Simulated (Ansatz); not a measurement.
System: InP (model structure, started from the BN type, Pm-3n, No. 223, 12 atoms in the cell). Method: PBEsol (Ansatz, an electronic-structure program, PAW).

The run printed, among other lines:

```
Crystal: 12 atoms, lattice volume = 379.608 Å³
Basis set: ecut = 520 eV, 10251 PW (Γ), exchange–correlation on 108×108×108 points (8 copies of the dense FFT grid, shifted against one another)
Bands: 66, of which v1, the nominal top of the filled ones, is band 54 counted from 1 (53 counted from 0)
Symmetry: 48 space group operations
Space group: Pm-3n (ITA 223), of the structure as read, at distance tolerance 7.2e-5 Å
k-points: 20 of 216
Functional: x = pbesol(κ = 0.804, μ = 0.12345679012345678), c = pbesol(β = 0.046)
SCF iter   1: F=—  HF=-37593.331502 eV  |F-HF|=—  |Δ(HF+E_count)|=         —  Δρ=4.13e-3  dr2=7.57e-2
SCF iter   2: F=—  HF=-37593.316450 eV  |F-HF|=—  |Δ(HF+E_count)|=   1.51e-2  Δρ=1.67e-3  dr2=1.30e-2
  ...
SCF iter   7: F=—  HF=-37593.326625 eV  |F-HF|=—  |Δ(HF+E_count)|=   1.83e-4  Δρ=1.68e-6  dr2=1.47e-8
SCF iter   8: F=-37593.326626 eV  HF=-37593.326626 eV  |F-HF|=1.12e-9  |Δ(HF+E_count)|=   4.06e-8  Δρ=2.85e-7  dr2=4.30e-10
SCF 1 converged in 8 iterations: F = -37593.326626 eV  dr2 = 4.30e-10
SCF converged after 8 iterations
Free energy (F): -37593.326626 eV
Internal energy: -37593.326626 eV  (E = F + TS)
E sigma→0 (E₀):  -37593.326626 eV
Fermi energy:    4.901215 eV
--- Stress (GPa, compression-positive) ---
        0.011344      -0.000000       0.000000
       -0.000000       0.011344       0.000000
        0.000000       0.000000       0.011344
  P = ⅓ Tr σ = 0.0113 GPa (0.113 kbar)
```

Task: Write an input file that could have produced this run (the log leaves some choices open).

Result: This is not unique; one that fits is 
Ansatz 0.2 input:
```yaml
crystal:
  lattice:
    - [7.2406644863, 0.0, 0.0]
    - [0.0, 7.2406644863, 0.0]
    - [0.0, 0.0, 7.2406644863]
  atoms:
    - { symbol: In, position: [0.25, 0.0, 0.5] }
    - { symbol: In, position: [0.5, 0.25, 0.0] }
    - { symbol: In, position: [0.5, 0.75, 0.0] }
    - { symbol: In, position: [0.75, 0.0, 0.5] }
    - { symbol: In, position: [0.0, 0.5, 0.75] }
    - { symbol: In, position: [0.0, 0.5, 0.25] }
    - { symbol: P, position: [0.25, 0.5, 0.0] }
    - { symbol: P, position: [0.0, 0.25, 0.5] }
    - { symbol: P, position: [0.0, 0.75, 0.5] }
    - { symbol: P, position: [0.75, 0.5, 0.0] }
    - { symbol: P, position: [0.5, 0.0, 0.75] }
    - { symbol: P, position: [0.5, 0.0, 0.25] }
basis:
  ecutwfc: 520
  ecutrho_ratio: 4
  xc_grid: 2
kpoints:
  mp_grid: { grid: [6, 6, 6] }
  band_path:
    path:
      - [0.0, 0.0, 0.0]
      - [0.0, 0.166667, 0.0]
      - [0.0, 0.333333, 0.0]
      - [0.0, 0.5, 0.0]
      - [0.166667, 0.5, 0.0]
      - [0.333333, 0.5, 0.0]
      - [0.5, 0.5, 0.0]
      - [0.4, 0.4, 0.0]
      - [0.3, 0.3, 0.0]
      - [0.2, 0.2, 0.0]
      - [0.1, 0.1, 0.0]
      - [0.071429, 0.071429, 0.071429]
      - [0.142857, 0.142857, 0.142857]
      - [0.214286, 0.214286, 0.214286]
      - [0.285714, 0.285714, 0.285714]
      - [0.357143, 0.357143, 0.357143]
      - [0.428571, 0.428571, 0.428571]
      - [0.5, 0.5, 0.5]
      - [0.4, 0.5, 0.4]
      - [0.3, 0.5, 0.3]
      - [0.2, 0.5, 0.2]
      - [0.1, 0.5, 0.1]
      - [0.5, 0.5, 0.333333]
      - [0.5, 0.5, 0.166667]
    npoints: 1
hamiltonian:
  xc: pbesol
  dispersion: none
  pseudopotentials: { kind: paw }
scf:
  occupations: { method: fermi_dirac, width: 0.01 }
  convergence: { dr2_threshold: 0.0000000012 }
output:
  forces: true
  stress: true
  eigenvalues: true
  write_bands: true
```

The PAW data were made under PBE.

Note: the relaxation could raise the start's symmetry but not lower it, so the cell can be a saddle point.

Computing time: roughly 80 core-seconds.

A model structure was made by putting elements into a prototype or built by hand; it is no filed structure, need not be a known phase, and can be a saddle point held by its symmetry.
